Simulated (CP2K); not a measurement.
**CP2K run on CaZrN2 (R-3m, 4 atoms in the cell): self-consistent single point**

Level of theory: PBEsol, GPW, DZVP-MOLOPT-SR-GTH basis, GTH-PBE potentials (GTH_POTENTIALS) run with CP2K 2026.2.

Input:

```
&GLOBAL
  PROJECT scf
  RUN_TYPE ENERGY_FORCE
  PRINT_LEVEL LOW
&END GLOBAL
&FORCE_EVAL
  METHOD Quickstep
  STRESS_TENSOR ANALYTICAL
  &DFT
    BASIS_SET_FILE_NAME BASIS_MOLOPT
    POTENTIAL_FILE_NAME GTH_POTENTIALS
    &QS
      METHOD GPW
      EPS_DEFAULT 1E-11
    &END QS
    &MGRID
      CUTOFF 500
      REL_CUTOFF 50
      NGRIDS 5
    &END MGRID
    &SCF
      SCF_GUESS ATOMIC
      EPS_SCF 1E-6
      MAX_SCF 100
      ADDED_MOS 6
      &DIAGONALIZATION
        ALGORITHM STANDARD
      &END DIAGONALIZATION
      &MIXING
        METHOD BROYDEN_MIXING
        ALPHA 0.3
        NBUFFER 12
        BETA 1.5
      &END MIXING
      &SMEAR ON
        METHOD FERMI_DIRAC
        ELECTRONIC_TEMPERATURE [K] 580.23
      &END SMEAR
    &END SCF
    &KPOINTS
      SCHEME MONKHORST-PACK 8 8 8
      GAMMA_CENTERED T
    &END KPOINTS
    &XC
      &XC_FUNCTIONAL
        &PBE
          PARAMETRIZATION PBESOL
        &END PBE
      &END XC_FUNCTIONAL
    &END XC
    &PRINT
      &MO
        EIGENVALUES T
        OCCUPATION_NUMBERS T
        NDIGITS 8
        FILENAME mo
        &EACH
          QS_SCF 0
        &END EACH
        ADD_LAST NUMERIC
      &END MO
      &MULLIKEN OFF
      &END MULLIKEN
    &END PRINT
  &END DFT
  &SUBSYS
    &CELL
      A 5.96153300 0.00000000 0.00000000
      B 5.02866700 3.20193500 0.00000000
      C 5.02866700 1.46507500 2.84709300
      PERIODIC XYZ
    &END CELL
    &COORD
      Ca       0.00000000     0.00000000     0.00000000
      Zr       8.00943350     2.33350500     1.42354650
      N        3.81441261     1.11130842     0.67794979
      N       12.20445439     3.55570158     2.16914321
    &END COORD
    &KIND Ca
      BASIS_SET DZVP-MOLOPT-SR-GTH
      POTENTIAL GTH-PBE-q10
    &END KIND
    &KIND Zr
      BASIS_SET DZVP-MOLOPT-SR-GTH
      POTENTIAL GTH-PBE-q12
    &END KIND
    &KIND N
      BASIS_SET DZVP-MOLOPT-SR-GTH
      POTENTIAL GTH-PBE-q5
    &END KIND
  &END SUBSYS
  &PRINT
    &FORCES ON
    &END FORCES
    &STRESS_TENSOR ON
    &END STRESS_TENSOR
  &END PRINT
&END FORCE_EVAL
```

Log, with long lists cut:

```
 GLOBAL| Method name                                                        CP2K
 GLOBAL| Project name                                                        scf
 GLOBAL| Run type                                                   ENERGY_FORCE

 TOTAL NUMBERS AND MAXIMUM NUMBERS

  Total number of            - Atomic kinds:                                   3
                             - Atoms:                                          4
                             - Shell sets:                                     4
                             - Shells:                                        24
                             - Primitive Cartesian functions:                 23
                             - Cartesian basis functions:                     74
                             - Spherical basis functions:                     66

  Maximum angular momentum of- Orbital basis functions:                        3
                             - Local part of the GTH pseudopotential:          2
                             - Non-local part of the GTH pseudopotential:      4

 SCF PARAMETERS         Density guess:                                    ATOMIC
                        max_scf:                                             100
                        max_diis:                                              4
                        eps_scf:                                        1.00E-06
                        eps_diis:                                       1.00E-01
                        eps_eigval:                                     1.00E-05
                        level_shift [a.u.]:                             0.000000
                        added MOs                                         6    0
                        Mixing method:                            BROYDEN_MIXING
                                                charge density mixing in g-space
                        Smear method:                                FERMI_DIRAC
                        Electronic temperature [K]:                        580.2
                        Electronic temperature [a.u.]:                  1.84E-03
                        Accuracy threshold:                             1.00E-10
                        No outer SCF

 Extrapolation method: initial_guess

 Number of electrons:                                                         32
 Number of occupied orbitals:                                                 16
 Number of molecular orbitals:                                                22

 Number of orbital functions:                                                 66
 Number of independent orbital functions:                                     66

 SCF WAVEFUNCTION OPTIMIZATION

  Step     Update method      Time    Convergence         Total energy    Change
     1 NoMix/Diag. 0.30E+00      -     1.83174260      -104.4800339671 -1.04E+02
     2 Broy./Diag. 0.30E+00      -     0.18492575      -102.1889005637  2.29E+00
     3 Broy./Diag. 0.30E+00      -     0.19622127      -103.4883670968 -1.30E+00
     4 Broy./Diag. 0.30E+00      -     0.03541566      -104.0380413386 -5.50E-01
     5 Broy./Diag. 0.30E+00      -     0.03761134      -103.6376494739  4.00E-01
     6 Broy./Diag. 0.30E+00      -     0.00539416      -103.7283175885 -9.07E-02
     7 Broy./Diag. 0.30E+00      -     0.00591953      -103.7453767438 -1.71E-02
   [... 4 lines left out ...]
    12 Broy./Diag. 0.30E+00      -     0.00004153      -103.7659681416  4.68E-04
    13 Broy./Diag. 0.30E+00      -     0.00003020      -103.7659121805  5.60E-05
    14 Broy./Diag. 0.30E+00      -     0.00000712      -103.7658741022  3.81E-05
    15 Broy./Diag. 0.30E+00      -     0.00000496      -103.7658739415  1.61E-07
    16 Broy./Diag. 0.30E+00      -     0.00000065      -103.7658618272  1.21E-05

  *** SCF run converged in    16 steps ***

  Electronic density on regular grids:        -31.9999999999        0.0000000001
  Core density on regular grids:               31.9999999998       -0.0000000002
  Total charge density on r-space grids:       -0.0000000001
  Total charge density g-space grids:          -0.0000000001

  Overlap energy of the core charge distribution:               0.00000000000042
  Self energy of the core charge distribution:               -208.46227815626804
  Core Hamiltonian energy:                                     50.35950793438802
  Hartree energy:                                              70.36648287137000
  Exchange-correlation energy:                                -16.02956944905215
  Electronic entropic energy:                                  -0.00000502774815
  Fermi energy:                                                 0.35488624993324

  Total energy:                                              -103.76586182723236
  Total energy (extrapolated to T->0):                       -103.76585931335828

 ENERGY| Total FORCE_EVAL ( QS ) energy [hartree]           -103.765857752872151

 FORCES| Atomic forces [hartree/bohr]
 FORCES|   Atom     x               y               z               |f|
 FORCES|      1 -1.16577379E-08 -5.08582594E-09 -6.41137664E-09   1.42433924E-08
 FORCES|      2 -1.40641703E-08 -2.84252386E-09  9.08252063E-10   1.43772651E-08
 FORCES|      3 -2.57847023E-03 -7.51225053E-04 -4.58276266E-04   2.72449352E-03
 FORCES|      4  2.57849654E-03  7.51232764E-04  4.58281721E-04   2.72452146E-03
 FORCES| Sum     5.86245932E-10 -2.17392529E-10 -4.79152288E-11
 FORCES| Total atomic force                                       6.27088251E-10

 STRESS| Analytical stress tensor [bar]
 STRESS|                        x                   y                   z
 STRESS|      x       -6.54918337471E+04  -1.98541465252E+02  -1.21197704379E+02
 STRESS|      y       -1.98541465252E+02  -6.48683937792E+04  -3.53604968877E+01
 STRESS|      z       -1.21197704379E+02  -3.53604968877E+01  -6.48312774428E+04
 STRESS| 1/3 Trace                                            -6.50638349897E+04
```

The run converged in 16 iterations.

The starting cell comes from a database of computed structures (which also holds hypothetical and non-ambient phases and stackings), without a prior relaxation at this level. Its lattice was rescaled by a random factor within 2.5 % of one. Values carry the incompleteness of an atom-centred basis. The potentials were made for another functional than the one used. With a pressure of about -7 GPa the cell is away from its equilibrium volume at this level.

Cost on one core of a shared machine: roughly 3 min.
